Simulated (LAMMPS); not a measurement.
Quenches at 1e+14 K/s across the composition of Ag (fcc) with a share x of Ag sites Au; each row starts from its own melt temperature.

Model: classical MD, pair style eam, the elements' _u3.eam files (universal-3 set of Foiles, Baskes and Daw) (LAMMPS).

| x | density | state |
|---|---|---|
| 0.25 | 12.2 g/cm³ (one sample) | glass |
| 0.5 | 14.4 g/cm³ (one sample) | glass |
| 0.75 | 16.6 g/cm³ (one sample) | glass |
